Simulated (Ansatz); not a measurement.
Base system: PbSe in the rock salt structure (space group Fm-3m, No. 225; a = 6.178 Å). Axes: x, y, z lie along the cube axes.

The values are results of r2SCAN, PAW, 500 eV (Ansatz, an electronic-structure program; without spin-orbit coupling), earlier PAW set, not measurements.

A first run, uniaxial strain ε_xx = +1.00 %, gives secant values C11 ≈ 120 GPa and C12 ≈ 13 GPa from its stress. A second run applies isotropic strain +2.00 %.

Task: What does linear elasticity predict for the bulk modulus −ΔP/(ΔV/V₀) in the second run, and what does the run give?

Result: Linear elasticity: (C11 + 2 C12)/3 = 49 GPa. The run gives 44 GPa; any difference comes from nonlinear terms at these strains and numerical noise.

Whether these cells are dynamically stable was not tested.
